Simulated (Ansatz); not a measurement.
A one-dimensional La body, 2 atoms a period, stretched and compressed along its axis from its relaxed period of 4.290 Å, atoms relaxed at each length.

```yaml
crystal:
  lattice:
    - [13.50000, 0.00000, 0.00000]
    - [0.00000, 11.00000, 0.00000]
    - [0.00000, 0.00000, 4.29003]
  atoms:
    - { symbol: La, position: [0.43522, 0.50000, 0.00000] }
    - { symbol: La, position: [0.56478, 0.50000, 0.50000] }
```

The numbers are results of PBE (plane waves to 420 eV, PAW; Ansatz, a quantum-chemistry and plane-wave program), not measurements. Mesh 1×1×58. No spin polarisation. Isolated but for its images some 11 Å away. A hypothetical model. Only distortions within the start's symmetry and period were free. Pairing along the axis, which can open a gap, is among the distortions not tried. On relaxing, bonds broke or formed, so the name tells the start alone. Buckling under compression is shut out by symmetry and the short period. Energies are free energies at a Fermi–Dirac width of 0.02 eV, from the unstrained cell.

```csv
strain (%),energy (meV a period),axial force (nN)
-3.0,?,?
-1.5,+3,-0.15
0.0,0,0.00
+1.5,+4,+0.17
+3.0,?,?
```

### Question
Fill in the missing entries.

### Answer

- +3.0, energy (meV a period): +14
- +3.0, axial force (nN): +0.33
- -3.0, energy (meV a period): +12
- -3.0, axial force (nN): -0.29
